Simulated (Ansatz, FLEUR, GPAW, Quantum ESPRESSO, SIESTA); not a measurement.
# One structure in several programs: MgMn₂O₄ (P-3m1, 7 atoms in the cell)

Self-consistent single point, at a second geometry (lattice scaled by 0.98). First geometry:

```
CELL_PARAMETERS angstrom
      3.09290     0.00000     0.00000
     -1.54645     2.67853     0.00000
      0.00000     0.00000    10.13797
ATOMIC_POSITIONS crystal
  Mg 0.00000 0.00000 0.00000
  Mn 0.00000 0.00000 0.73073
  Mn 0.00000 0.00000 0.26927
  O  0.66667 0.33333 0.12402
  O  0.33333 0.66667 0.87598
  O  0.66667 0.33333 0.65128
  O  0.33333 0.66667 0.34872
```
Moments meant for the start (each program seeds them in its own way; μB, in the order of the atoms Mg Mn Mn O O O O): 0.0 4.0 4.0 0.0 0.0 0.0 0.0.

Shared settings, as Ansatz (a program for electronic structure) writes them: kpoints.mp_grid.grid = 7 7 2; scf.occupations.method = gaussian; scf.occupations.width = 0.2 eV. Potentials and cutoffs stand in the table.

```
code                                                                                                                                 model  ΔF from the first geometry (meV/atom)  pressure (GPa)  largest force (eV/Å)  size of the net moment (μB/atom)           cutoff
----------------  ------------------------------------------------------------------------------------------------------------------------  -------------------------------------  --------------  --------------------  --------------------------------  ---------------
GPAW                                                                         LDA (Perdew-Wang 92), GPAW PAW datasets LDA (gpaw-data 1.0.1)                                  -65.9               –                 0.974                              1.14           900 eV
SIESTA            LDA PW92, numerical atomic orbitals DZP, PseudoDojo LDA standard norm-conserving potentials (rewritten from UPF to PSML)                                  -77.3          -13.72                 0.794                              1.14      grid 350 Ry
Quantum ESPRESSO                                                                       LDA (PZ), GBRV 1.5 ultrasoft (LDA) pseudopotentials                                  -68.9          -12.23                 1.008                              1.14            50 Ry
Ansatz                                                                                                 LDA (PW92), PAW files made with PBE                                  -70.4          -12.92                 1.053                              1.14          default
FLEUR                                                         LDA (Perdew-Zunger), all-electron FLAPW (FLEUR), scalar-relativistic valence                                      –               –                 1.165                              1.14  Kmax 4.7 1/bohr
```

Size of the force on each atom (eV/Å): Sizes of forces hide their directions.

| code | Mg1 | Mn2 | Mn3 | O4 | O5 | O6 | O7 |
|---|---|---|---|---|---|---|---|
| GPAW | 0.000 | 0.536 | 0.536 | 0.183 | 0.183 | 0.974 | 0.974 |
| SIESTA | 0.000 | 0.404 | 0.404 | 0.246 | 0.246 | 0.794 | 0.794 |
| Quantum ESPRESSO | 0.000 | 0.509 | 0.509 | 0.232 | 0.232 | 1.008 | 1.008 |
| Ansatz | 0.000 | 0.540 | 0.540 | 0.234 | 0.234 | 1.053 | 1.053 |
| FLEUR | 0.000 | 0.556 | 0.556 | 0.131 | 0.131 | 1.165 | 1.165 |

A dash marks a value that a program does not give, or that is left out as unsure.

On Ansatz's run: the magnetic order is the one reached from the typed start; others were not searched systematically.

The spread over the programs that give each value: ΔF from the first geometry within 11.4 meV/atom; pressure within 1.49 GPa; largest force within 0.371 eV/Å; size of the net moment within 0.00 μB/atom.

SIESTA uses small atom-centred bases, whose incompleteness enters pressures, forces and empty levels differently from a plane-wave cutoff. FLEUR treats all electrons, but the usual bases taken here (sphere radii, linearisation, local orbitals, empty states) were not tested for convergence, so the values are no reference for the others. Ansatz's pressure is given at a fixed set of plane waves, as the other plane-wave codes print theirs; with its correction for the finite basis it is -12.28 GPa (the shift of 0.64 GPa shows how far the cutoff is from converged). The pressure of GPAW is left out: its cutoff lies under the one at which its stress was checked. The same LDA comes in different parametrisations, which differ slightly. In the pressure, SIESTA (by 1.15) lies more than 1 GPa from the median of the plane-wave programs. In the force vectors, SIESTA (by 0.214) and FLEUR (by 0.158) lie more than 0.08 eV/Å from the median of the plane-wave programs.

The starting cell comes from a database of computed structures (which also holds hypothetical and non-ambient phases and stackings), without a prior relaxation at this level. Its lattice was rescaled by a random factor within 2.5 % of one. For this run, on top of that: lattice scaled by 0.98.

Keys are those of Ansatz 0.2.
